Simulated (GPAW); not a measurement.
# GPAW run on BP (F-43m, 2 atoms in the cell): self-consistent single point

Method of the run: PBE, GPAW PAW datasets PBE (gpaw-data 1.0.1) (plane waves; GPAW).

Input:

```python
from ase import Atoms
from ase.units import GPa
from gpaw import GPAW

atoms = Atoms(['B', 'P'],
              cell=[[0.000000, 2.288277, 2.288277],
                    [2.288277, 0.000000, 2.288277],
                    [2.288277, 2.288277, 0.000000]],
              scaled_positions=[[0.000000, 0.000000, 0.000000],
                                [0.250000, 0.250000, 0.250000]],
              pbc=True)

calc = GPAW(mode={'name': 'pw', 'ecut': 900},
            xc='PBE',
            kpts={'size': (6, 6, 6), 'gamma': True},
            occupations={'name': 'fixed-uniform'},
            nbands=-4,
            convergence={'density': 1e-05, 'bands': -2},
            symmetry={'symmorphic': False, 'tolerance': 0.0005},
            maxiter=120)

atoms.calc = calc

energy = atoms.get_potential_energy()
print('Energy (eV):', round(energy, 6))
forces = atoms.get_forces()
print('Forces (eV/Ang):')
print(forces.round(5))
stress = atoms.get_stress()
print('Stress (GPa, Voigt):', (stress / GPa).round(4))
```

Output (repeated stretches shortened):

```
Input parameters:
  convergence: {bands: -2,
                density: 1e-05}
  kpts: {gamma: True,
         size: (6, 6, 6)}
  maxiter: 120
  mode: {ecut: 900,
         name: pw}
  nbands: -4
  occupations: {name: fixed-uniform}
  symmetry: {symmorphic: False,
             tolerance: 0.0005}
  xc: PBE

species:
  B:
    name: Boron
    Z: 5.0
    valence: 3
    core: 2
    charge: 0.0
    file: B.PBE.gz

    # Using partial waves for B as LCAO basis

  P:
    name: Phosphorus
    Z: 15.0
    valence: 5
    core: 10
    charge: 0.0
    file: P.PBE.gz

    # Using partial waves for P as LCAO basis

Reference energy: -9972.403226  # eV

Spin-paired calculation

Convergence criteria:
 Maximum [total energy] change in last 3 cyles: 0.0005 eV / valence electron
 Maximum integral of absolute [dens]ity change: 1e-05 electrons / valence electron
 Maximum integral of absolute [eigenst]ate change: 4e-08 eV^2 / valence electron
 Maximum number of scf [iter]ations: 120

Symmetries present (total): 24
Symmetries with fractional translations: 0
216 k-points: 6 x 6 x 6 Monkhorst-Pack grid + [1/12,1/12,1/12]
16 k-points in the irreducible part of the Brillouin zone
       k-points in crystal coordinates                weights
   0:     0.00000000    0.00000000    0.00000000          1/216
   1:     0.16666667    0.16666667    0.00000000          6/216
   2:     0.16666667    0.16666667    0.16666667          8/216
   [... 7 lines left out ...]
          ...
  15:     0.50000000    0.50000000    0.50000000          4/216

Wave functions: Plane wave expansion
  Cutoff energy: 900.000 eV
  Number of coefficients (min, max): 1441, 1484
  Pulay-stress correction: 0.000000 eV/Ang^3 (de/decut=0.000000)

Occupation numbers: # Uniform distribution of occupation numbers

Eigensolver

Densities:
  Coarse grid: 24*24*24 grid
  Fine grid: 48*48*48 grid
  Total Charge: 0.000000

Density mixing:
  Method: separate
  Backend: pulay
  Linear mixing parameter: 0.05
  old densities: 5
  Damping of long wavelength oscillations: 50

Hamiltonian:
  XC and Coulomb potentials evaluated on a 48*48*48 grid
  External potential:
    NoExternalPotential

XC parameters: PBE with 2 nearest neighbor stencil

Number of atoms: 2
Number of atomic orbitals: 8
Number of bands in calculation: 8
Number of valence electrons: 8
Bands to converge: 6

Density initialized from atomic densities
  8 bands from LCAO basis set

Atomic positions and initial magnetic moments

Positions:
   0 B      0.000000    0.000000    0.000000    ( 0.0000,  0.0000,  0.0000)
   1 P      1.144138    1.144138    1.144138    ( 0.0000,  0.0000,  0.0000)

Unit cell:
           periodic     x           y           z      points  spacing
  1. axis:    yes    0.000000    2.288277    2.288277    24     0.1101
  2. axis:    yes    2.288277    0.000000    2.288277    24     0.1101
  3. axis:    yes    2.288277    2.288277    0.000000    24     0.1101

  Lengths:   3.236112   3.236112   3.236112
  Angles:   60.000000  60.000000  60.000000

Effective grid spacing dv^(1/3) = 0.1201

     iter     time        total  log10-change:
                         energy   eigst   dens
iter:   1 --:--:--   -13.443688   +0.93
iter:   2 --:--:--   -13.346913   -0.34  -0.72
iter:   3 --:--:--   -12.905343   -0.59  -0.75
iter:   4 --:--:--   -12.896560   -1.58  -1.17
iter:   5 --:--:--   -12.887446   -1.45  -1.29
iter:   6 --:--:--   -12.887590   -1.84  -1.70
iter:   7 --:--:--   -12.880549   -2.20  -1.66
iter:   8 --:--:--   -12.878856   -2.39  -2.10
iter:   9 --:--:--   -12.878856c  -3.03  -3.04
iter:  10 --:--:--   -12.878841c  -3.15  -3.00
iter:  11 --:--:--   -12.878833c  -3.65  -3.24
iter:  12 --:--:--   -12.878831c  -4.13  -3.61
iter:  13 --:--:--   -12.878831c  -4.58  -3.87
iter:  14 --:--:--   -12.878831c  -5.08  -3.92
   [... 2 lines left out ...]
iter:  17 --:--:--   -12.878831c  -6.27  -4.27
iter:  18 --:--:--   -12.878831c  -6.29  -4.63
iter:  19 --:--:--   -12.878831c  -6.84  -4.68
iter:  20 --:--:--   -12.878831c  -7.04  -4.80
iter:  21 --:--:--   -12.878831c  -7.16  -4.88
iter:  22 --:--:--   -12.878831c  -7.66c -5.50c

Converged after 22 iterations.

Dipole moment: (-3.557101, -3.557101, -3.557101) |e|*Ang

Energy contributions relative to reference atoms: (reference = -9972.403226)

Kinetic:        +11.437513
Potential:      -10.183611
External:        +0.000000
XC:             -14.111566
Entropy (-ST):   +0.000000
Local:           -0.021167
SIC:             +0.000000
--------------------------
Free energy:    -12.878831
Extrapolated:   -12.878831

Showing only first 2 kpts
 Kpt  Band  Eigenvalues  Occupancy
  0     2      7.89927    2.00000
  0     3      7.89927    2.00000
  0     4     11.26580    0.00000
  0     5     11.26580    0.00000

  1     2      6.21075    2.00000
  1     3      6.21075    2.00000
  1     4     10.33430    0.00000
  1     5     13.66180    0.00000

Fermi level: 8.59041

Gap: 1.382 eV
Transition (v -> c):
  (s=0, k=0, n=3, [0.00, 0.00, 0.00]) -> (s=0, k=12, n=4, [0.50, 0.50, 0.00])
Direct/indirect transitions are different
Direct gap: 3.367 eV
Transition at: (s=0, k=0, n=3, [0.00, 0.00, 0.00])
Energy (eV): -12.878831

Forces in eV/Ang:
  0 B     0.00000    0.00000    0.00000
  1 P     0.00000   -0.00000   -0.00000

Stress tensor:
     0.015790     0.000000     0.000000
     0.000000     0.015790     0.000000
     0.000000     0.000000     0.015790
Stress (GPa, Voigt): [2.5299 2.5299 2.5299 0.     0.     0.    ]
```

The run converged in 22 iterations. GPAW prints stress with tension positive.

At such cutoffs GPAW's stress carries a finite-basis (Pulay) error, which enters relaxed cells too; its log prints stress with tension positive.

The starting cell comes from a database of computed structures (which also holds hypothetical and non-ambient phases and stackings), without a prior relaxation at this level. Its lattice was rescaled by a random factor within 2.5 % of one. Another mesh or the band path of this cell gives a smaller gap, so this value is not converged in the mesh.
